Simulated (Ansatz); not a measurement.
An Ansatz (an electronic-structure program) input (Ansatz PBEsol, without spin-orbit coupling):

Ansatz 0.2 input:
```yaml
crystal:
  lattice:
    - [0, 3.2548909477, 3.2548909477]
    - [3.2548909477, 0, 3.2548909477]
    - [3.2548909477, 3.2548909477, 0]
  atoms:
    - { symbol: Hg, position: [0, 0, 0] }
    - { symbol: Te, position: [0.25, 0.25, 0.25] }
basis: { ecutwfc: 420, ecutrho_ratio: 4, xc_grid: 2, fft_grid_basis: typed }
kpoints: { mp_grid: { grid: [9, 9, 9] } }
hamiltonian:
  xc: pbesol
  dispersion: none
  pseudopotentials: { kind: paw }
scf: { occupations: { method: fermi_dirac, width: 0.05 }, convergence: { dr2_threshold: 0.0000000002 } }
output: { forces: true, stress: true }
checkpoint: { write: state.ck, write_every: 1000 }
```

### Question
Which symmetry and how many k-points will the program report, and about how many plane waves at Γ?

### Answer
Space group F-43m (ITA 216) with 24 operations, k-points 35 of 729, and 1363 plane waves at Γ.

No phonon test of stability was made. The final runs are not spin-polarised. The cell is HgTe in the zinc blende structure (space group F-43m, No. 216).
